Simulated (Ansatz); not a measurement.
**Mg2Sn: response to strain**

Base system: Mg$_{2}$Sn (space group Fm-3m, No. 225; a = 6.6638 Å; relaxed with 0.1 eV smearing). Axes: x, y, z lie along the cube axes.

Strains are applied to the cell and any free atomic positions relax.

All numbers come from LDA (Ansatz, a first-principles code, PAW, no spin-orbit coupling).

Notes on the quantities. energy relative to the base: free energy F.

| uniaxial strain ε_zz (%) | energy relative to the base (meV/atom) |
|---|---|
| -3 | 5.8 |
| -2.5 | 4.0 |
| -2 | 2.6 |
| -1.5 | ? |
| -1 | 0.6 |
| -0.5 | 0.2 |
| 0 | 0.0 |

**Question.** Fit ΔE = Aε² + Bε³ (ε in %) to the rows shown and predict the withheld row.

**Answer.** Least squares on the printed values gives A = 0.639 and B = -0.0015 meV/atom (largest residual 0.0 meV/atom); this predicts 1.4 meV/atom, and the run gives 1.4 meV/atom, in agreement.

Stability against distortions was not tested.
